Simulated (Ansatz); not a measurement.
Defect migration in hcp Be: Be vacancy, neutral cell. The step: a nearby Be atom hops onto the vacant site; the atom moves 2.26 Å along (0.00, -1.00, 0.00) of the unit cell; the moving atom starts with neighbours 2 Be at 2.19, 4 Be at 2.21, Be at 2.24, Be at 2.25, 2 Be at 2.27, Be at 2.28 Å and ends with 2 Be at 2.19, 3 Be at 2.21, Be at 2.21, Be at 2.24, Be at 2.25, 3 Be at 2.27 Å. DFT values are from Ansatz (plane-wave PAW, 420 eV unless said) in a cell of 36 host sites, spin-restricted, static, with no finite-size correction. Forms of the defect that were not tried may lie lower. For the PBE band: the program found a first-order saddle point.

```
Level                                                                                   Forward barrier (eV)  Cost of the band or of the saddle's single point
--------------------------------------------------------------------------------------  --------------------  ------------------------------------------------
CHGNet universal potential (has no charge state), its own band                                          0.40                                                 -
PBE, a 5×5×4 k-point mesh shifted by half a step along c, band relaxed                                  0.73            about 22 core-minutes (a rough figure)
PBE, a 7×7×7 k-point mesh shifted by half a step along c, same geometries                               0.74                          roughly 2.4 core-minutes
r2SCAN at 500 eV, a 5×5×4 k-point mesh shifted by half a step along c, same geometries                   [?]                    around 80 core-seconds (rough)
```

Task: Complete the blanks.

Result: 
- r2SCAN at 500 eV, a 5×5×4 k-point mesh shifted by half a step along c, same geometries, Forward barrier (eV): 0.82

Ansatz is a first-principles code.
